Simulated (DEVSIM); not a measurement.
System: Pt/HfO2/p-Si capacitor, at 400 K.

```tsv
layer (left to right)	material	thickness (nm)	Na (cm⁻³)
1	HfO2	27.0	-
2	Si	1100	2.8e17
```

Metal gate on the left, work function 5.6 eV. Fixed charge at the semiconductor interface 0 cm⁻² (in units of +e); no interface traps.

Constants are typed, rounded textbook-type inputs, not results; the design itself was drawn at random and stands for no fabricated device. Values at 300 K; Nc and Nv go as T^1.5, mobilities as T to minus their exponent, the gap by Varshni's rule with the affinity fixed.

```csv
parameter,HfO2,Si
gap (eV),5.7,1.124
affinity (eV),2.5,4.05
permittivity,22,11.7
Nc (cm⁻³),-,2.86e19
Nv (cm⁻³),-,3.1e19
Varshni α (eV/K),-,0.000473
Varshni β (K),-,636
```

Simulated with DEVSIM: 1D Poisson equation in equilibrium, Boltzmann statistics, complete ionisation; no quantum confinement or tunnelling. Metal contacts follow the ideal Schottky-Mott rule: no Fermi-level pinning, no interface dipoles.

The interface trap density was swept, all else fixed.

```csv
interface trap density (cm^-2 eV^-1),threshold voltage (band bending 2φF) (V),flat-band voltage (V),minimum of the low-frequency capacitance (μF/cm²)
0,1.74,0.63,0.160
1e10,1.74,0.63,0.161
1e11,1.74,0.62,0.169
3e11,1.75,0.59,0.187
1e12,1.77,0.50,0.242
2e12,1.81,0.37,0.304
```

From the first row to the last the threshold voltage (band bending 2φF) goes from 1.74 to 1.81. From the first row to the last the flat-band voltage goes from 0.63 to 0.37.
